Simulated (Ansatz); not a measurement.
The starting structures come from a database of crystals and need not be the phases stable at ambient conditions.

 Where the default PAW files enter, the runs use the earlier of Ansatz's two default sets.

Consider the following.

```yaml
crystal:
  lattice:
    - [6.12350, 0.00000, 0.00000]
    - [-3.06175, 5.30311, 0.00000]
    - [0.00000, 0.00000, 4.74724]
  atoms:
    - { symbol: Sn, position: [0.00000, 0.00000, 0.00000] }
    - { symbol: H, position: [0.33333, 0.66667, 0.89914] }
    - { symbol: H, position: [0.66667, 0.33333, 0.10086] }
    - { symbol: H, position: [0.24232, 0.75768, 0.60533] }
    - { symbol: H, position: [0.75768, 0.24232, 0.39467] }
    - { symbol: H, position: [0.24232, 0.48465, 0.60533] }
    - { symbol: H, position: [0.75768, 0.51535, 0.39467] }
    - { symbol: H, position: [0.51535, 0.75768, 0.60533] }
    - { symbol: H, position: [0.48465, 0.24232, 0.39467] }
    - { symbol: N, position: [0.33333, 0.66667, 0.68242] }
    - { symbol: N, position: [0.66667, 0.33333, 0.31758] }
    - { symbol: F, position: [0.84361, 0.15639, 0.76516] }
    - { symbol: F, position: [0.15639, 0.84361, 0.23484] }
    - { symbol: F, position: [0.84361, 0.68723, 0.76516] }
    - { symbol: F, position: [0.15639, 0.31277, 0.23484] }
    - { symbol: F, position: [0.31277, 0.15639, 0.76516] }
    - { symbol: F, position: [0.68723, 0.84361, 0.23484] }
```

Space group of this cell: P-3m1. The cell was relaxed by PBE-D3(BJ); by r2SCAN its mean pressure is -3.3 GPa.

Transport runs along the normal of the first two printed cell vectors, the (001) plane of the conventional cell.

The gap is the functional's own. No spin-orbit coupling. Mid-gap values are interpolated on the energy grid.

Problem. State the band gap and the smallest decay constant κ at mid-gap according to r2SCAN in Ansatz (a first-principles code).

Solution. Gap 6.02 eV on a 6×6×6 mesh; κ = 0.503 1/Å, at the zone centre.
